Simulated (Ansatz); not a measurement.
We consider SiNi₂ (P6₃/mmc, No. 194, 6 atoms in the cell; start mp-507; a measured phase of this formula has another space group), described by r²SCAN (Ansatz, a program for electronic structure, PAW).

Output (set-up and result lines):

```
Relaxation: its limit of steps is 80 (relax.max_steps)
Crystal: 6 atoms, lattice volume = 62.625 Å³
Basis set: ecut = 560 eV, 1885 PW (Γ), exchange–correlation on 90×90×120 points (27 copies of the dense FFT grid, shifted against one another)
Bands: 48, of which v1, the nominal top of the filled ones, is band 40 counted from 1 (39 counted from 0)
Symmetry: 24 space group operations
Space group: P63/mmc (ITA 194), of the structure as read, at distance tolerance 4.0e-5 Å
k-points: 259 of 3888
Functional: x = r2scan, c = r2scan; τ floored in thin density (d = 2e-4 eV/Å³)
SCF iter   1: F=—  HF=-24661.950723 eV  |F-HF|=—  |Δ(HF+E_count)|=         —  Δρ=3.01e-2  dr2=4.54e-1  dr2_τ=2.22e-1
SCF iter   2: F=—  HF=-24662.200906 eV  |F-HF|=—  |Δ(HF+E_count)|=   2.50e-1  Δρ=2.25e-2  dr2=2.11e-1  dr2_τ=3.17e-3
  ...
SCF 1 converged in 12 iterations: F = -24662.168822 eV  dr2 = 5.05e-9
Crystal: 6 atoms, lattice volume = 62.625 Å³
Initial density: handed on by an earlier stage of this run
SCF 2 converged in 5 iterations: F = -24662.168991 eV  dr2 = 8.47e-8
Crystal: 6 atoms, lattice volume = 62.625 Å³
SCF 3 converged in 5 iterations: F = -24662.169094 eV  dr2 = 2.37e-7
Crystal: 6 atoms, lattice volume = 62.625 Å³
SCF iter   8: F=—  HF=-24662.169096 eV  |F-HF|=—  |Δ(HF+E_count)|=  3.64e-12  Δρ=1.77e-7  dr2=1.56e-11  dr2_τ=3.57e-14
SCF iter   9: F=-24662.169096 eV  HF=-24662.169096 eV  |F-HF|=0.00e0  |Δ(HF+E_count)|=  3.64e-12  Δρ=8.25e-8  dr2=3.07e-12  dr2_τ=1.39e-14
SCF 4 converged in 9 iterations: F = -24662.169096 eV  dr2 = 3.07e-12
SCF converged after 9 iterations
Free energy (F): -24662.169096 eV
Internal energy: -24662.141925 eV  (E = F + TS)
E sigma→0 (E₀):  -24662.155510 eV
Fermi energy:    17.993591 eV
--- Forces (eV/Å), atoms counted from 1 ---
  atom   1  Si     0.00000000     0.00000000     0.00000000
  atom   2  Si    -0.00000000    -0.00000000     0.00000000
  atom   3  Ni    -0.00000000    -0.00000000     0.00000000
  atom   4  Ni     0.00000000     0.00000000     0.00000000
  atom   5  Ni     0.00000000     0.00000000     0.00000000
  atom   6  Ni    -0.00000000     0.00000000    -0.00000000
--- Stress (GPa, compression-positive) ---
        4.742372      -0.000000       0.000000
       -0.000000       4.742372       0.000000
        0.000000       0.000000       4.747763
  P = ⅓ Tr σ = 4.7442 GPa (47.442 kbar)
```

### Question
Write an input file that could have produced this run (the log leaves some choices open).

### Answer
Several could match; the one computed here: 
Ansatz 0.2 input:
```yaml
crystal:
  lattice:
    - [3.8439932563, 0.0, 0.0]
    - [-1.9219966282, 3.328995812, 0.0]
    - [0.0, 0.0, 4.8938542594]
  atoms:
    - { symbol: Si, position: [0.6666666667, 0.3333333333, 0.25] }
    - { symbol: Si, position: [0.3333333333, 0.6666666667, 0.75] }
    - { symbol: Ni, position: [0.3333333333, 0.6666666667, 0.25] }
    - { symbol: Ni, position: [0.6666666667, 0.3333333333, 0.75] }
    - { symbol: Ni, position: [0.0, 0.0, 0.5] }
    - { symbol: Ni, position: [0.0, 0.0, 0.0] }
basis:
  ecutwfc: 560
  ecutrho_ratio: 4
  xc_grid: 3
kpoints:
  mp_grid: { grid: [18, 18, 12] }
hamiltonian:
  xc: r2scan
  dispersion: none
  pseudopotentials: { kind: paw }
scf:
  occupations: { method: fermi_dirac, width: 0.05 }
output:
  forces: true
  stress: true
  eigenvalues: true
relax:
  f_tol: 0.004
  escape_saddle: false
  max_steps: 80
  cell: { stress_tol: 0.02, fix: [volume] }
```

The cell is one volume of an energy–volume scan, off the minimum.

The PAW data were made under PBE.

Note: the run has no spin polarisation, so it can have missed a magnetic state. Note: the relaxation could not lower the start's symmetry, so the cell can be a saddle point above a distorted one.

A start named mp-… is a Materials Project structure, which need not be a measured phase.
